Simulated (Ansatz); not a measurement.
O vacancy (V_O) in rock-salt MgO (start: the O site; 64-site cell, 2×2×2 shifted sampling), Mg-rich (Δμ(O) = -5.37 eV; only phases computed here count, gases as isolated molecules at 0 K). Level of theory: PBE, PAW (plane waves to 420 eV; Ansatz, a quantum-chemistry and plane-wave program). In charge state +1 (moment 1.0 μB) the formation energy is -1.37 eV with the Fermi level at the valence-band maximum; take the Fermi level 2.60 eV above it, where this charge is the stable one. The crystal has 5.20 × 10^22 O sites per cm³.

### Question
Estimate the equilibrium concentration at 1100 K in the dilute limit, leaving out vibrational entropy and degeneracy.

### Answer
E_f = -1.37 + (+1)(2.6) = 1.23 eV; kT = 0.0948 eV; c = N exp(−E_f / kT) = 5.20 × 10^22 × exp(−13.0) ≈ 1 × 10^17 cm^-3. An error of 0.2 eV in E_f moves this by a factor of 8.
